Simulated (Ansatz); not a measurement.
Base system: TiSi2 (space group Fddd, No. 70; a = 4.806 Å, b = 8.265 Å, c = 8.565 Å). Axes: x, y, z lie along a, b, c of the conventional cell.

Level of theory: PBE in Ansatz (plane waves to 420 eV, PAW, no spin-orbit coupling), earlier PAW set.

Before the change:

```
Quantity                        Result
-----------------------------  -------
Pressure                       0.0 GPa
Shortest interatomic distance  2.534 Å
```

It is then changed as follows: biaxial strain +0.90 %, plane normal [001], relaxed out of plane (Cartesian); in-plane vectors clamped, the third vector and the atoms free.

Problem. Predict the new pressure.

Solution. The pressure (mean of the normal stresses, compression positive) goes from zero to -1.8 GPa.

Problem. What happens to the energy relative to the base?

Solution. The energy increases by 2.1 meV/atom.

Problem. Predict the new shortest interatomic distance.

Solution. The shortest interatomic distance rises by 0.003 Å to 2.537 Å.

Without a gap, meshes like the base's 13×13×13 leave anisotropic stresses uncertain by several tenths of a GPa, and small strain energies with them. No phonon test of stability was made. All final runs are without spin polarisation.

Ansatz is an electronic-structure program.
